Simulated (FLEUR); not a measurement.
FLEUR is run on Li3In2 (R-3m, 5 atoms in the cell), and the run fails. The aim is a self-consistent single point with DFT, PBEsol, all-electron FLAPW (FLEUR), scalar-relativistic valence.

Cell that was meant: a = 5.6263 Å, b = 5.6263 Å, c = 5.6263 Å, α = 49.92°, β = 49.92°, γ = 49.92°.

Part of the input:

```xml
   <atomSpecies>
      <species name="Lithium (Li)" element="Li" atomicNumber="3">
         <mtSphere radius="1.82" gridPoints="629" logIncrement="0.016"/>
         <atomicCutoffs lmax="8" lnonsphr="14"/>
         <electronConfig flipSpins="F">
            <coreConfig>(1s1/2)</coreConfig>
            <valenceConfig>(2s1/2)</valenceConfig>
[...]
      </species>
      <species name="Indium (In)" element="In" atomicNumber="49">
         <mtSphere radius="2.68" gridPoints="925" logIncrement="0.014"/>
         <atomicCutoffs lmax="10" lnonsphr="14"/>
         <electronConfig flipSpins="F">
            <coreConfig>(1s1/2) (2s1/2) (2p1/2) (2p3/2) (3s1/2) (3p1/2) (3p3/2) (4s1/2) (3d3/2) (3d5/2) (4p1/2) (4p3/2)</coreConfig>
            <valenceConfig>(5s1/2) (4d3/2) (4d5/2) (5p1/2) (5p3/2)</valenceConfig>
```

Output (repeated stretches shortened):

```
      Welcome to FLEUR        (www.flapw.de)
      MaX-Release 8.1          (www.max-centre.eu)
************FLEUR-Warning*****************
Error message: lnonsph cannot be larger than lmax
Error from PE:0/1
Warnings not ignored. To make the warning nonfatal create a file 'JUDFT_WARN_ONLY' in the working directory or start FLEUR with the -warn_only command line option.
```

Task: From the messages shown, name the fault and mend the input.

Result: The fault is a non-spherical cutoff above the angular cutoff of the basis. The cutoff of the non-spherical Hamiltonian terms refers to basis functions in the spheres, so it cannot exceed their own angular cutoff. To fix it, keep it at or under the basis's cutoff. The program stopped before any SCF iteration.

The sound input it was made from differs as follows (other fixes are possible):
```diff
-         <atomicCutoffs lmax="8" lnonsphr="14"/>
+         <atomicCutoffs lmax="8" lnonsphr="6"/>
-         <atomicCutoffs lmax="10" lnonsphr="14"/>
+         <atomicCutoffs lmax="10" lnonsphr="8"/>
```

With that input, the run converged in 14 iterations: free energy E − TS -320651.4302 eV; Fermi level (on the code's own zero) 4.70 eV; largest force (vector length) 0.170 eV/Å (DFT, PBEsol, all-electron FLAPW (FLEUR), scalar-relativistic valence).

On the sound input: the starting cell comes from a database of published, mostly measured structures (it also holds non-ambient and calculated ones), without a prior relaxation at this level. Values depend on the basis (sphere radii, cutoffs, local orbitals), which need not be converged.
